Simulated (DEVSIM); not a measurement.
Device: Schottky contact on n-type GaAs, at 300 K.

Layer 1 from the left is GaAs, thickness (μm) 16.0, Nd (cm⁻³) 2.5e14, τn (s) 6.5e-9, τp (s) 6.5e-9.

Left contact: Schottky, work function 5.18 eV, emission velocity 5.1e6 cm/s. Right contact: ohmic. Voltage is applied to the left contact. Recombination: SRH at mid-gap, radiative. Mobility is μmin + (μ − μmin)/(1 + (N/Nref)^α).

This is a model device: material constants are rounded textbook-type values typed into the input, and sizes, dopings and lifetimes were drawn at random. Values at 300 K.

GaAs: gap (eV) 1.424, affinity (eV) 4.07, permittivity 12.9, Nc (cm⁻³) 4.7e17, Nv (cm⁻³) 9e18, μn (cm²/Vs) 8500, μp (cm²/Vs) 400, μn,min 500, μp,min 20, Nref,n 6e16, Nref,p 1.5e17, αn 0.39, αp 0.38, B (cm³/s) 2e-10.

Q: Estimate by hand the built-in potential, the peak field at zero bias, the capacitance at -3 V, and compare with a numerical solution.

A: 
- Built-in potential: barrier φB = 1.110 eV; Vbi = φB − kT/q ln(N_band/N) = 0.915 V; numerical 0.915 V.
- Peak field at zero bias: depletion approximation: W = √(2εVbi/(qN)) = 2.28 μm with N = 2.50e14 cm⁻³; field = 2Vbi/W = 8010 V/cm; numerical 7920 V/cm (estimate above by 1.2 %).
- Capacitance at -3 V: C = √(qεN / 2(Vbi + |V|)) = 2.42 nF/cm²; numerical 2.42 nF/cm².

Simulated with DEVSIM: 1D drift-diffusion, Boltzmann statistics, complete ionisation; no tunnelling, impact ionisation, image-force lowering or self-heating. Metal contacts follow the ideal Schottky-Mott rule: no Fermi-level pinning, no interface dipoles.
